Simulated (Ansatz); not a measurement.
Electronic density of states of amorphous Al28O45B2, density 3.04 g/cm³, on a 2×2×2 Γ-centred mesh with a Gaussian width of 0.1 eV; energies count from the Fermi level, whose place inside the gap is arbitrary. Cell and mesh are small, so fine structure isn't converged. Calculation: PBE, scalar-relativistic without spin-orbit coupling (plane waves to 420 eV, PAW; Ansatz, a first-principles code). Sampling: a 2×2×2 Γ-centred mesh; Fermi-Dirac width 0.02 eV; no spin polarisation. At PBE the levels at the filled edge of the gap are localised (band-tail or defect states), and the nearest spread-out levels lie 4.0 eV apart at the zone centre.

The cell was made by melting and quenching with the CHGNet potential and then relaxed with DFT. O atoms were pushed apart under 1.9 Å during the dynamics, to hinder bonds among them. The hot cell started wider than the set density and was brought back towards it in steps. It is the lowest in DFT energy of 2 quenches. It is a model cell: composition and starting density were chosen by hand, and all elements were melted together. No dispersion term was used. Its density started from a set value of 3.01 and ended at 3.04 g/cm³. The quench (nominally 280 K/ps over its main leg) was far faster than any real one, so the model tends to hold more defects than a real film. A cell of this size samples the disorder only roughly. Volume and shape were free in the relaxation.

(E - EF (eV), states/(eV atom)): (-12.00, 0.00); (-11.90, 0.00); (-11.80, 0.00); (-11.70, 0.00); (-11.60, 0.00); (-11.50, 0.00); (-11.40, 0.00); (-11.30, 0.00); (-11.20, 0.00); (-11.10, 0.00); (-11.00, 0.00); (-10.90, 0.00); (-10.80, 0.00); (-10.70, 0.00); (-10.60, 0.00); (-10.50, 0.00); (-10.40, 0.00); (-10.30, 0.00); (-10.20, 0.00); (-10.10, 0.00); (-10.00, 0.00); (-9.90, 0.00); (-9.80, 0.00); (-9.70, 0.00); (-9.60, 0.00); (-9.50, 0.00); (-9.40, 0.03); (-9.30, 0.13); (-9.20, 0.16); (-9.10, 0.14); (-9.00, 0.06); (-8.90, 0.01); (-8.80, 0.01); (-8.70, 0.07); (-8.60, 0.17); (-8.50, 0.21); (-8.40, 0.24); (-8.30, 0.34); (-8.20, 0.36); (-8.10, 0.37); (-8.00, 0.40); (-7.90, 0.40); (-7.80, 0.34); (-7.70, 0.34); (-7.60, 0.39); (-7.50, 0.42); (-7.40, 0.43); (-7.30, 0.41); (-7.20, 0.44); (-7.10, 0.40); (-7.00, 0.37); (-6.90, 0.37); (-6.80, 0.42); (-6.70, 0.50); (-6.60, 0.50); (-6.50, 0.44); (-6.40, 0.45); (-6.30, 0.49); (-6.20, 0.49); (-6.10, 0.53); (-6.00, 0.57); (-5.90, 0.57); (-5.80, 0.57); (-5.70, 0.53); (-5.60, 0.57); (-5.50, 0.60); (-5.40, 0.59); (-5.30, 0.61); (-5.20, 0.65); (-5.10, 0.60); (-5.00, 0.59); (-4.90, 0.62); (-4.80, 0.60); (-4.70, 0.60); (-4.60, 0.61); (-4.50, 0.63); (-4.40, 0.65); (-4.30, 0.71); (-4.20, 0.69); (-4.10, 0.67); (-4.00, 0.70); (-3.90, 0.70); (-3.80, 0.64); (-3.70, 0.59); (-3.60, 0.66); (-3.50, 0.72); (-3.40, 0.68); (-3.30, 0.65); (-3.20, 0.67); (-3.10, 0.71); (-3.00, 0.71); (-2.90, 0.69); (-2.80, 0.62); (-2.70, 0.54); (-2.60, 0.59); (-2.50, 0.59); (-2.40, 0.60); (-2.30, 0.57); (-2.20, 0.37); (-2.10, 0.30); (-2.00, 0.30); (-1.90, 0.20); (-1.80, 0.14); (-1.70, 0.04); (-1.60, 0.00); (-1.50, 0.00); (-1.40, 0.00); (-1.30, 0.00); (-1.20, 0.00); (-1.10, 0.00); (-1.00, 0.00); (-0.90, 0.00); (-0.80, 0.00); (-0.70, 0.00); (-0.60, 0.00); (-0.50, 0.00); (-0.40, 0.00); (-0.30, 0.00); (-0.20, 0.00); (-0.10, 0.00); (0.00, 0.00); (0.10, 0.00); (0.20, 0.00); (0.30, 0.00); (0.40, 0.00); (0.50, 0.00); (0.60, 0.00); (0.70, 0.00); (0.80, 0.00); (0.90, 0.00); (1.00, 0.00); (1.10, 0.00); (1.20, 0.00); (1.30, 0.00); (1.40, 0.00); (1.50, 0.00); (1.60, 0.00); (1.70, 0.01); (1.80, 0.02); (1.90, 0.00); (2.00, 0.00); (2.10, 0.00); (2.20, 0.00); (2.30, 0.01); (2.40, 0.02); (2.50, 0.03); (2.60, 0.04); (2.70, 0.04); (2.80, 0.04); (2.90, 0.04); (3.00, 0.05); (3.10, 0.07); (3.20, 0.05); (3.30, 0.06); (3.40, 0.07); (3.50, 0.07); (3.60, 0.07); (3.70, 0.07); (3.80, 0.06); (3.90, 0.05); (4.00, 0.07); (4.10, 0.11); (4.20, 0.15); (4.30, 0.19); (4.40, 0.19); (4.50, 0.21); (4.60, 0.17); (4.70, 0.20); (4.80, 0.25); (4.90, 0.27); (5.00, 0.28); (5.10, 0.25); (5.20, 0.26); (5.30, 0.26); (5.40, 0.25); (5.50, 0.33); (5.60, 0.38); (5.70, 0.34); (5.80, 0.28); (5.90, 0.27); (6.00, 0.31); (6.10, 0.35); (6.20, 0.32); (6.30, 0.29); (6.40, 0.35); (6.50, 0.34)

The level gap on this mesh is 3.56 eV; the broadening fills part of it in the curve.
